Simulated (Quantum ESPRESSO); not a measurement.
Troubleshooting Quantum ESPRESSO: a failed run on Ru (P6_3/mmc, 4 atoms in the cell). The aim is a self-consistent single point with DFT, PBE, plane waves, GBRV 1.5 ultrasoft (PBE) pseudopotentials.

Cell that was meant: a = 2.7500 Å, b = 2.7500 Å, c = 8.8482 Å, α = 90.00°, β = 90.00°, γ = 120.00°.

Part of the input:

```fortran
    ecutrho = 320
    occupations = 'smearing'
    smearing = 'marzari-vanderbilt'
/
&electrons
    conv_thr = 1.0e-11
/
```

The program printed (abridged):

```
 %%%%%%%%%%%%%%%%%%%%%%%%%%%%%%%%%%%%%%%%%%%%%%%%%%%%%%%%%%%%%%%%%%%%%%%%%%%%%%
     Error in routine  set_occupations (1):
      smearing requires a value for gaussian broadening (degauss)
 %%%%%%%%%%%%%%%%%%%%%%%%%%%%%%%%%%%%%%%%%%%%%%%%%%%%%%%%%%%%%%%%%%%%%%%%%%%%%%

     stopping ...
```

Task: From the messages shown, name the fault and mend the input.

Result: The fault is smearing without a width. A smearing function needs a non-zero width. To fix it, give the width. The program stopped before any SCF iteration.

An input that runs soundly differs in these lines (not the only fix; some lines may just follow from the change or write a value another way):
```diff
+    degauss = 0.0099958
```

With that input, the run converged in 12 iterations: free energy E − TS -10571.6509 eV; Fermi level (on the code's own zero) 21.91 eV; pressure -13.45 GPa (DFT, PBE, plane waves, GBRV 1.5 ultrasoft (PBE) pseudopotentials).

On the sound input: the starting cell was generated: these elements placed on a structure prototype, without a prior relaxation; it need not be a known phase or ordering of this composition. Its lattice was rescaled by a random factor within 2.5 % of one. Spin polarisation is off. With a pressure of about -13 GPa the cell is away from its equilibrium volume at this level.
